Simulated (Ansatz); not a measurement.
C (model structure, Pn-3m, No. 224, 10 atoms in the cell) was calculated with PBEsol (Ansatz, a first-principles code, PAW).

Run with plane-wave cutoff 520 eV, 8×8×8 k mesh, Fermi–Dirac smearing 0.01 eV, scalar-relativistic PAW data made under PBE.

Cell (relaxed at this level):

```yaml
crystal:
  lattice:
    - [4.81403, 0.00000, 0.00000]
    - [0.00000, 4.81403, 0.00000]
    - [0.00000, 0.00000, 4.81403]
  atoms:
    - { symbol: C, position: [0.00000, 0.00000, 0.00000] }
    - { symbol: C, position: [0.50000, 0.50000, 0.50000] }
    - { symbol: C, position: [0.17754, 0.17754, 0.17754] }
    - { symbol: C, position: [0.32246, 0.32246, 0.32246] }
    - { symbol: C, position: [0.17754, 0.82246, 0.82246] }
    - { symbol: C, position: [0.32246, 0.67754, 0.67754] }
    - { symbol: C, position: [0.82246, 0.17754, 0.82246] }
    - { symbol: C, position: [0.67754, 0.32246, 0.67754] }
    - { symbol: C, position: [0.82246, 0.82246, 0.17754] }
    - { symbol: C, position: [0.67754, 0.67754, 0.32246] }
```

### Question
Predict the band gap, smallest direct gap on the k points sampled and direct gap at Γ.

### Answer

- band gap: 4.10 eV (indirect)
- smallest direct gap on the k points sampled: 4.39 eV
- direct gap at Γ: 4.69 eV

Note: the relaxation could raise the start's symmetry but not lower it, so the cell can be a saddle point.

Computing time: very roughly 24 core-seconds.

A model structure was made by putting elements into a prototype or built by hand; it is no filed structure, need not be a known phase, and can be a saddle point held by its symmetry.
